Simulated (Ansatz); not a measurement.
# Response to strain in W

Start from W in the bcc (W type) structure (space group Im-3m, No. 229; relaxed with 0.1 eV smearing).

```xyz
1
Lattice="-1.5844 1.5844 1.5844 1.5844 -1.5844 1.5844 1.5844 1.5844 -1.5844" Properties=species:S:1:pos:R:3 pbc="T T T"
W      0.0000     0.0000     0.0000
```

Cartesian axes are those of the cell as printed.

Strains are applied to the cell and any free atomic positions relax.

Level of theory: r2SCAN (Ansatz, a program for electronic structure, PAW, scalar-relativistic without spin-orbit coupling).

Notes on the quantities. pressure: mean of the normal stresses, compression positive; energy relative to the base: free energy F.

| change | pressure | volume per atom | energy relative to the base |
|---|---|---|---|
| base | 0.0 GPa | 15.91 Å³ | 0 meV/atom |
| tensor shear ε_xy = +1.71 % | 0.3 GPa | 15.91 Å³ | +8.8 meV/atom |
| tensor shear ε_xy = +2.00 % | 0.4 GPa | 15.90 Å³ | +12 meV/atom |
| tensor shear ε_xy = +0.86 % | 0.1 GPa | 15.91 Å³ | +2.2 meV/atom |
| tensor shear ε_xy = +0.29 % | 0.0 GPa | 15.91 Å³ | +0.3 meV/atom |
| tensor shear ε_xy = +0.57 % | 0.0 GPa | 15.91 Å³ | +1.0 meV/atom |
| tensor shear ε_xy = +1.43 % | 0.2 GPa | 15.91 Å³ | +6.1 meV/atom |
| tensor shear ε_xy = +1.14 % | 0.1 GPa | 15.91 Å³ | +3.9 meV/atom |

Stability against distortions was not tested. The final runs are not spin-polarised.
